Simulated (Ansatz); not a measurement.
Start from TiSi2 (space group Cmcm, No. 63).

```
TiSi2
1.0
    1.75744    -6.67398     0.00000
    1.75744     6.67398     0.00000
    0.00000     0.00000     3.55712
Si Ti
4 2
Direct
  0.93996   0.06004   0.75000
  0.06004   0.93996   0.25000
  0.25043   0.74957   0.75000
  0.74957   0.25043   0.25000
  0.60248   0.39752   0.75000
  0.39752   0.60248   0.25000
```

Cartesian axes are those of the cell as printed.

Method: PBEsol in Ansatz (plane waves to 420 eV, PAW, no SOC).

Before the change:

* **Pressure**: 0.0 GPa
* **Volume per atom**: 13.91 Å³

One thing is altered: biaxial strain +1.06 %, plane normal [001], relaxed out of plane (Cartesian); in-plane vectors clamped, the third vector and the atoms free.

### Question
Predict the new pressure and volume per atom.

### Answer
The pressure (mean of the normal stresses, compression positive) goes from zero to -1.8 GPa; the volume per atom rises by 0.215 Å³ (13.91 Å³ → 14.12 Å³).

Stability against distortions was not tested. The final runs are not spin-polarised.

Ansatz is a program for electronic structure.
